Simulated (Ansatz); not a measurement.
Base system: Al2Cu (space group I4/mcm, No. 140; a = 6.006 Å, c = 4.790 Å). Axes: x, y, z lie along a, b, c of the conventional cell.

The values are results of r2SCAN (Ansatz, an electronic-structure program, PAW, no SOC), not measurements.

The change: an isotropic linear strain of +1.22 %; the atoms relax in the strained cell.

**Question.** Predict the stress tensor and what it implies for the stiffness.

**Answer.** Stress of the strained cell less that of the base (GPa, compression positive):
```
   -3.9     0.0     0.0
    0.0    -3.9     0.0
    0.0     0.0    -3.7
```

Then B = −ΔP/(ΔV/V₀) with ΔV/V₀ = 0.0370 gives secant stiffness values (nonlinear terms included at this strain): B (at held cell shape, above the free-shape value) ≈ 103 GPa.

As a check, the harmonic strain energy −½ V₀ Δσ:ε is 6.3 meV/atom; the computed energy rise is 6.6 meV/atom.

Whether these cells are dynamically stable was not tested. All final runs are without spin polarisation.
